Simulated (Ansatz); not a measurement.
**Pb, thickness series**

The parent structure is Pb in the bcc (W type) structure (space group Im-3m, No. 229; a = 3.962 Å; a cell from a computed database, its experimental status unchecked). Axes: x, y, z lie along the cube axes.

Free-standing slabs (1 atom(s) a layer) normal to [110] with 15 Å of vacuum; in-plane cell held at bulk.

Computed with DFT with r2SCAN, PAW potentials and a 500 eV plane-wave cutoff in Ansatz (a quantum-chemistry and plane-wave program), spin-orbit coupling left out.

Notes on the quantities. excess energy per area of both faces: slab less bulk energy over the cell's area: twice a surface energy; uncertain by up to 0.1 J/m²; layer's space group: with vacuum.

```csv
change,shortest interatomic distance,excess energy per area of both faces,layer's space group,thickness between the outermost nuclei
base,3.431 Å,–,–,–
1 layer,3.431 Å,–,Cmmm (No. 65),–
2 layers,3.211 Å,0.46 J/m²,Cmme (No. 67),2.53 Å
3 layers,3.338 Å,0.80 J/m²,Cmmm (No. 65),5.37 Å
4 layers,3.262 Å,0.57 J/m²,Cmme (No. 67),8.19 Å
5 layers,3.277 Å,0.7 J/m²,Cmmm (No. 65),10.85 Å
6 layers,3.303 Å,0.6 J/m²,Cmme (No. 67),13.91 Å
7 layers,3.278 Å,0.6 J/m²,Cmmm (No. 65),16.49 Å
```

Slab and bulk use different k-meshes, which limits the precision of the excess energy. No phonon test of stability was made. This is not the structure that Pb has at room temperature and ambient pressure.
